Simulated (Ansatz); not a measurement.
The starting structures come from a database of crystals and need not be the phases stable at ambient conditions.

 Where the default PAW files enter, the runs use the earlier of Ansatz's two default sets.

By PBEsol, the system below comes out a metal.

A figure of merit of an interconnect metal is its ballistic conductance per area.

Consider the following.

```
CELL_PARAMETERS angstrom
      3.07005     0.00000     0.00000
      0.00000     4.67843     0.00000
      1.53503     0.00000     2.73850
ATOMIC_POSITIONS crystal
  W  0.33333 0.25367 0.33333
  W  0.66667 0.74633 0.66667
  C  0.00000 0.00000 0.00000
```

Space group of this cell: C2/m. The cell is strained (lengths along the current scaled by 1.03, ions clamped); by PBEsol its mean pressure is -18.5 GPa.

The current flows along the normal of the first two printed cell vectors. No spin-orbit coupling; the value is a mean over 0.1 eV about the Fermi level.

Question: Compute, with PBEsol (Ansatz, an electronic-structure program), the ballistic conductance per area.

Answer: 0.92 × 10¹⁵ S/m² for both spins.
